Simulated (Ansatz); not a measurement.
# A computed series for SrTiO3: response to strain

Take SrTiO$_{3}$ in the cubic perovskite structure (space group Pm-3m, No. 221; a = 3.936 Å) as the base.

Strains are applied to the cell and any free atomic positions relax.

All numbers come from DFT with PBE, PAW potentials and a 420 eV plane-wave cutoff in Ansatz (a quantum-chemistry and plane-wave program), without spin-orbit coupling.

```tsv
change	band gap	shortest interatomic distance	smallest direct gap	pressure
base	1.84 eV	196.8 pm	2.20 eV	0.01 GPa
isotropic strain +0.60 %	?	198.0 pm	?	?
isotropic strain +1.20 %	1.77 eV	199.2 pm	2.15 eV	-5.63 GPa
isotropic strain +1.80 %	1.74 eV	200.4 pm	2.12 eV	-8.10 GPa
isotropic strain +2.40 %	1.70 eV	201.5 pm	2.09 eV	-10.36 GPa
isotropic strain +3.00 %	1.66 eV	202.7 pm	2.06 eV	-12.43 GPa
```

Question: Fill in the withheld entries from the trend.

Answer: 
- isotropic strain +0.60 %, band gap: 1.81 eV
- isotropic strain +0.60 %, smallest direct gap: 2.17 eV
- isotropic strain +0.60 %, pressure: -2.93 GPa

Whether these cells are dynamically stable was not tested. The final runs are not spin-polarised. Many cubic perovskites are stable only at high temperature; tilts and polar distortions were not tested.
